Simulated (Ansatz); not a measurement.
A self-consistent single point of Ta2H (P2, 3 atoms in the cell) with Ansatz (a program for electronic structure).

Computed with LDA (PW92), default PAW files made with PBE (plane waves; Ansatz).

The change in words: lattice scaled by 0.98; basis.ecutrho_ratio: default → 4. Reference geometry:
```xyz
3
Lattice="1.7291 -2.3833 0.0000 1.7291 2.3833 0.0000 0.0000 0.0000 4.7824" Properties=species:S:1:pos:R:3 pbc="T T T"
Ta     0.8645     1.1917     1.3153
Ta     0.8645    -1.1917     3.5171
H      0.0000     0.0000     0.0000
```

Reference input (self-consistent single point, DFT, LDA (PW92), plane waves, default PAW files made with PBE): basis.ecutwfc = 30.9 Ry; kpoints.mp_grid.grid = 8 8 5; hamiltonian.xc = lda; hamiltonian.pseudopotentials = {kind: paw} (the program's default PAW files); scf.occupations.method = fermi_dirac; scf.occupations.width = 0.0073 Ry. This run's input differs from it in these lines:

Ansatz 0.2 input:
```diff
@@ -3,8 +3,8 @@
   lattice:
-    - [1.729097, -2.383327, 0.000000]
-    - [1.729097, 2.383327, 0.000000]
-    - [0.000000, 0.000000, 4.782363]
+    - [1.694515, -2.335660, 0.000000]
+    - [1.694515, 2.335660, 0.000000]
+    - [0.000000, 0.000000, 4.686716]
   atoms:
-    - { symbol: Ta, position_ang: [0.864549, 1.191663, 1.315269] }
-    - { symbol: Ta, position_ang: [0.864549, -1.191663, 3.517093] }
+    - { symbol: Ta, position_ang: [0.847257, 1.167830, 1.288964] }
+    - { symbol: Ta, position_ang: [0.847257, -1.167830, 3.446752] }
     - { symbol: H, position_ang: [0.000000, 0.000000, 0.000000] }
@@ -12,2 +12,3 @@
   ecutwfc: 30.9 Ry
+  ecutrho_ratio: 4
 kpoints:
```

Log, with long lists cut:

```
SCF iter   1: F=—  HF=-19381.427708 eV  |F-HF|=—  |Δ(HF+E_count)|=         —  Δρ=6.35e-3  dr2=1.34e-2  ethr=1.77e-3  ⟨swp⟩=5.3  Hψ=8212  notcnv=0
all-band conjugate gradients solve this SCF's bands
preconditioner: auto → none
SCF iter   2: F=—  HF=-19381.424849 eV  |F-HF|=—  |Δ(HF+E_count)|=   2.86e-3  Δρ=3.73e-3  dr2=4.96e-3  ethr=4.98e-5  ⟨swp⟩=1.2  Hψ=2731  notcnv=0
SCF iter   3: F=—  HF=-19381.423344 eV  |F-HF|=—  |Δ(HF+E_count)|=   1.51e-3  Δρ=4.70e-4  dr2=4.34e-5  ethr=1.84e-5  ⟨swp⟩=2.0  Hψ=2399  notcnv=0
SCF iter   4: F=—  HF=-19381.423327 eV  |F-HF|=—  |Δ(HF+E_count)|=   1.74e-5  Δρ=1.50e-4  dr2=1.29e-5  ethr=1.61e-7  ⟨swp⟩=2.0  Hψ=3207  notcnv=0
SCF iter   5: F=—  HF=-19381.423325 eV  |F-HF|=—  |Δ(HF+E_count)|=   1.38e-6  Δρ=6.73e-5  dr2=7.17e-6  ethr=4.77e-8  ⟨swp⟩=2.2  Hψ=2888  notcnv=0
SCF iter   6: F=—  HF=-19381.423324 eV  |F-HF|=—  |Δ(HF+E_count)|=   1.50e-6  Δρ=2.88e-5  dr2=1.30e-6  ethr=2.65e-8  ⟨swp⟩=2.2  Hψ=2278  notcnv=0
SCF iter   7: F=-19381.423323 eV  HF=-19381.423323 eV  |F-HF|=7.60e-8  |Δ(HF+E_count)|=   3.13e-7  Δρ=8.46e-6  dr2=8.58e-8  ethr=3.70e-10  ⟨swp⟩=3.6  Hψ=7245  notcnv=0
SCF 1 converged in 7 iterations: F = -19381.423323 eV  dr2 = 8.58e-8
Free energy (F): -19381.423323 eV
Internal energy: -19381.375242 eV  (E = F + TS)
E sigma→0 (E₀):  -19381.399283 eV
Entropy (-TS):   -0.048081 eV (-16.027 meV/atom)
Fermi energy:    18.356521 eV
--- Forces (eV/Å), atoms counted from 1 ---
  atom   1  Ta     0.00000000     0.00000000    -0.73915858
  atom   2  Ta     0.00000000     0.00000000     0.54260385
  atom   3  H      0.00000000     0.00000000     0.19654537
--- Stress (GPa, compression-positive) ---
       -0.392915      -0.603833       0.000000
       -0.603833       1.587764       0.000000
        0.000000       0.000000       3.302751
  P = ⅓ Tr σ = 1.4992 GPa (14.992 kbar)
  The stress holds the Pulay correction. Without it, at fixed plane waves, as pw.x and ABINIT print it: P = 1.4041 GPa
```

The run converged in 7 iterations. Against the reference run the free energy goes down by 24.2 meV/atom, the pressure goes from -10.91 to 1.50 GPa and the largest force goes from 0.499 to 0.739 eV/Å.

The starting cell comes from a database of computed structures (which also holds hypothetical and non-ambient phases and stackings), without a prior relaxation at this level. Its lattice was rescaled by up to half a per cent. One atom was moved a little off its site on purpose. For this run, on top of that: lattice scaled by 0.98. Spin polarisation is off. Ansatz's pressure includes its estimate of the finite-basis (Pulay) stress.
